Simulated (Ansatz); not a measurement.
The starting structures come from a database of crystals and need not be the phases stable at ambient conditions.

Input:

```
CELL_PARAMETERS angstrom
      5.84429     0.00000     0.00000
      0.00000     8.21457     0.00000
      0.00000     0.00000     5.79524
ATOMIC_POSITIONS crystal
  Sr 0.46862 0.75000 0.00695
  Sr 0.53138 0.25000 0.99305
  Sr 0.03138 0.25000 0.50695
  Sr 0.96862 0.75000 0.49305
  Zr 0.00000 0.00000 0.00000
  Zr 0.50000 0.00000 0.50000
  Zr 0.50000 0.50000 0.50000
  Zr 0.00000 0.50000 0.00000
  O  0.71455 0.53917 0.21435
  O  0.28545 0.46083 0.78565
  O  0.78545 0.46083 0.71435
  O  0.21455 0.53917 0.28565
  O  0.21455 0.96083 0.28565
  O  0.78545 0.03917 0.71435
  O  0.28545 0.03917 0.78565
  O  0.71455 0.96083 0.21435
  O  0.01863 0.75000 0.92581
  O  0.98137 0.25000 0.07419
  O  0.48137 0.25000 0.42581
  O  0.51863 0.75000 0.57419
```

Space group of this cell: Pnma. The cell is taken as given; by PBEsol its mean pressure is -2.7 GPa.

Transport runs along the normal of the first two printed cell vectors.

No gap correction and no spin-orbit coupling; mid-gap values are interpolated between computed energies.

### Question
Give the band gap and the smallest decay constant κ at mid-gap that PBEsol in Ansatz (a first-principles code) yields.

### Answer
Gap 3.70 eV on a 6×4×6 mesh; κ = 0.334 1/Å, at the zone centre.
